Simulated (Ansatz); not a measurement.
Structures of equal composition on the (111) surface of fcc Cu: a layer of Al in place of the second plane; a layer of Al in place of the third plane. The slabs share one bottom face, and each structure is named by its start. These are constructed structures in small cells; real faces may alloy, dewet or reconstruct in larger ones, and not all known structures of the face are among them. Slabs of about 10 Å, Fermi-Dirac smearing of 0.1 eV. Bottom of the slabs: a bare face, its two planes held. Relaxed from the named starts with such symmetry as they have, on meshes of like density; energies extrapolated to zero smearing; spin only where a row says so; no spin-orbit coupling, no U. Brackets mark spin-polarised runs, whose order is one that fits the cell.

Level of theory: PBE (plane waves to 420 eV, PAW; Ansatz, a first-principles code).

### Question
Order them by energy per 1x1 cell (lowest first) at the level PBE.

### Answer
a layer of Al in place of the second plane (0.000 eV), a layer of Al in place of the third plane (0.024 eV)
